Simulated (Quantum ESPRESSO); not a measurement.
Several settings converged on a (001) slab of Mg (cut from a parent of space group no. 194; 2 atoms in the cell)

```
Mg
1.0
    3.20037     0.00000     0.00000
   -1.60018     2.77160     0.00000
    0.00000     0.00000    16.59721
Mg
2
Direct
  0.66667   0.33333   0.57824
  0.33333   0.66667   0.42176
```

Base method: LDA (PZ), GBRV 1.5 ultrasoft (LDA) pseudopotentials (plane waves; Quantum ESPRESSO 7.5).

Base settings: ecutwfc = 40 Ry; ecutrho = 200 Ry; occupations = smearing; smearing = fermi-dirac; degauss = 0.0073499 Ry; potentials = {Mg: mg_lda_v1.4.uspp.F.UPF}; K_POINTS = automatic 6 6 1 0 0 0; conv_thr = 1e-11 Ry; mixing_beta = 0.5.

The count of work is k-points × plane waves × bands × iterations; it is no time. 

**The vacuum**

The mesh stays at the base's, so the ladder's end is converged at best in this setting alone.

Only quantities that move along the ladder and can be compared are tabulated.

```tsv
vacuum between outermost atoms (Å)	free energy less the last step's (meV/atom)	largest difference of a force vector from the last step's (eV/Å)	count of work / last
3.0	113.95	0.086	0.14
5.0	-18.32	0.048	0.21
7.0	-12.54	0.023	0.29
14.0	-0.02	0.000	0.51
30.0	0.00	0.000	1.0
```

Smallest vacuum between outermost atoms (Å) that holds the forces within 0.02 eV/Å of the last step, with all finer ones: 14.0; the step before is off by 0.023 eV/Å.

Smallest vacuum between outermost atoms (Å) that holds the free energy within 1 meV/atom of the last step, with all finer ones: 14.0; the step before is off by 13 meV/atom.

**The k-point mesh**

Only quantities that move along the ladder and can be compared are tabulated.

| K_POINTS | free energy less the last step's (meV/atom) | largest difference of a force vector from the last step's (eV/Å) | count of work / last |
|---|---|---|---|
| automatic 2 2 1 0 0 0 | 580.36 | 1.442 | 0.029 |
| automatic 4 4 1 0 0 0 | -35.33 | 0.085 | 0.049 |
| automatic 6 6 1 0 0 0 | 50.45 | 0.241 | 0.094 |
| automatic 7 7 1 0 0 0 | -33.27 | 0.049 | 0.097 |
| automatic 30 30 1 0 0 0 | 0.00 | 0.000 | 1.0 |

Coarsest K_POINTS that holds the forces within 0.02 eV/Å: not settled: the last two steps still differ by 0.049 eV/Å, over half the tolerance, so the ladder does not show it.

Coarsest K_POINTS that holds the free energy within 5 meV/atom: not settled: the last two steps still differ by 33 meV/atom, over half the tolerance, so the ladder does not show it.

**The plane-wave cutoff**

Moved along: ecutrho.

The mesh stays at the base's, so the ladder's end is converged at best in this setting alone.

Only quantities that move along the ladder and can be compared are tabulated.

```csv
ecutwfc,free energy less the last step's (meV/atom),largest difference of a force vector from the last step's (eV/Å),count of work / last
20 Ry,6214.24,0.035,0.14
28 Ry,324.31,0.004,0.23
40 Ry,6.85,0.000,0.39
48 Ry,4.44,0.000,0.51
80 Ry,0.00,0.000,1.0
```

Coarsest ecutwfc that holds the forces within 0.01 eV/Å of the last step, with all finer ones: 28 Ry, at 0.23 of the last step's count of work; the step before is off by 0.035 eV/Å.

Coarsest ecutwfc that holds the free energy within 5 meV/atom: not settled: the last two steps still differ by 4.4 meV/atom, over half the tolerance, so the ladder does not show it.

On the base run: the starting cell has typed, rounded lattice constants, without a prior relaxation at this level. The slab is cut from that crystal, and its faces are unrelaxed. Its lattice was rescaled by up to half a per cent.
